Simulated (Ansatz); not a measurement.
A thermal frame of Li (bcc), cell Li54, with the crystal as the starting point [in the run: it stayed crystalline; mean temperature 413 K (target 420 K); density 0.53 g/cm³, volume +3 % from the start crystal's], from MD with r2SCAN at 420 K. Method: r2SCAN (plane waves, PAW; Ansatz, a program for electronic structure).

- plane-wave cutoff: 500 eV
- k-points: 2x2x2 mesh shifted by half a step
- Fermi-Dirac width: 0.086 eV
- spin: not polarised; no spin-orbit coupling

A check of the k-sampling: on the last frame of the same run a denser mesh moved the r2SCAN forces by 0.009 eV/Å rms, the static pressure by -0.02 GPa and the free energy by -11 meV/atom.

```xyz
54
Lattice="10.5724 0.0000 0.0000 0.0000 10.5724 0.0000 0.0000 0.0000 10.5724" Properties=species:S:1:pos:R:3:forces:R:3 pbc="T T T"
Li    0.3355    0.5629   -0.3138  -0.356  -0.052   0.232
Li    1.8084    1.8365    1.8633   0.142   0.215   0.062
Li    0.5130    0.3308    3.9948  -0.259  -0.127   0.008
Li    2.1833    2.1028    5.3757   0.147   0.200  -0.213
Li    0.6248    0.7417    7.1714  -0.378  -0.047   0.100
Li    2.2733    2.1584    9.2186  -0.325   0.186  -0.215
Li   -0.5146    3.3525    0.7019   0.020  -0.025  -0.203
Li    1.3120    5.2847    1.7468  -0.057  -0.065   0.309
Li   -0.4326    3.4322    3.6672   0.347   0.275   0.052
Li    1.8946    5.6784    5.3380  -0.025  -0.081  -0.182
Li    0.2565    4.0278    6.7176  -0.268  -0.346   0.177
Li    1.2942    4.8912    9.3463   0.118   0.071  -0.052
Li    0.0450    7.3461    0.0458  -0.119  -0.197   0.014
Li    1.2675    9.3182    1.6421  -0.031  -0.197   0.012
Li   -0.2614    7.7153    3.9022   0.251  -0.286  -0.087
Li    2.1256    9.0377    6.0236  -0.323  -0.083  -0.348
Li   -0.0398    7.1834    7.3403  -0.020  -0.144  -0.176
Li    1.8264    8.9278    8.9442   0.064   0.067   0.014
Li    3.3294    0.1595   -0.0626   0.395  -0.199   0.259
Li    5.3541    1.9416    1.6306   0.103  -0.610   0.378
Li    3.6108   -0.5130    3.0750   0.060   0.206   0.226
Li    5.0483    1.7657    5.0514   0.171  -0.027   0.017
Li    3.6871    0.3060    7.4888   0.095   0.153  -0.023
Li    5.5812    1.9509    9.2827  -0.174  -0.074  -0.423
Li    4.0025    3.5674    0.1732  -0.374   0.641   0.093
Li    5.7504    5.6367    1.8777  -0.415   0.114  -0.119
Li    3.6891    3.8715    3.2001  -0.062   0.054   0.135
Li    5.3779    5.5920    5.3898  -0.241  -0.088  -0.014
Li    3.7230    3.7371    7.4114   0.135   0.034  -0.087
Li    5.4763    5.8621    9.5313   0.045  -0.273  -0.234
Li    2.9965    7.0570    0.3608   0.196  -0.019  -0.129
Li    5.3149    8.5479    1.2174   0.068   0.003   0.176
Li    3.3310    6.9614    3.3464   0.093   0.322  -0.052
Li    4.8251    8.6628    5.6680   0.128   0.032   0.008
Li    3.1552    6.6754    7.6513   0.111  -0.011   0.094
Li    4.9930    8.6695    8.9482  -0.033   0.167  -0.044
Li    7.0159   -0.0930   -0.0591   0.147   0.026  -0.083
Li    8.6785    1.2997    2.2381   0.031  -0.024  -0.294
Li    6.7782   -0.4165    3.6785  -0.378   0.458  -0.120
Li    8.3818    1.8964    5.0392   0.040  -0.105   0.489
Li    6.7940    0.2502    7.2199  -0.007  -0.055   0.003
Li    8.6524    2.1397    8.8979   0.326  -0.290  -0.224
Li    7.1732    3.5679    0.1784   0.048   0.177   0.191
Li    8.4687    5.5673    1.9729   0.516   0.198   0.050
Li    6.9720    3.6559    3.3053  -0.099  -0.141   0.221
Li    8.4003    5.6050    5.2956   0.245   0.048  -0.010
Li    7.0196    3.7643    7.1394  -0.227  -0.060   0.006
Li    8.9025    5.1250    8.9141  -0.028   0.230   0.030
Li    7.7644    7.3676   -0.1060  -0.235  -0.006  -0.193
Li    8.6696    9.0106    1.8724   0.248   0.033   0.043
Li    6.7852    7.5648    3.7538   0.077  -0.238  -0.074
Li    8.6878    9.4291    5.4262   0.277  -0.011   0.242
Li    7.0885    7.6668    7.3107   0.155  -0.239  -0.003
Li    9.4336    9.2686    8.7829  -0.367   0.210  -0.040
```

| Quantity | Value |
|---|---|
| free energy on this k-sampling (the code's own zero, frozen cores included) | -11074.0 eV |
| static pressure (no kinetic part) | -0.05 GPa |
| rms force component | 0.202 eV/Å |
| largest force | 0.75 eV/Å on atom 25 |

Static stress tensor (GPa, compression positive):
```
-0.10   0.19  -0.05
 0.19   0.02  -0.08
-0.05  -0.08  -0.08
```
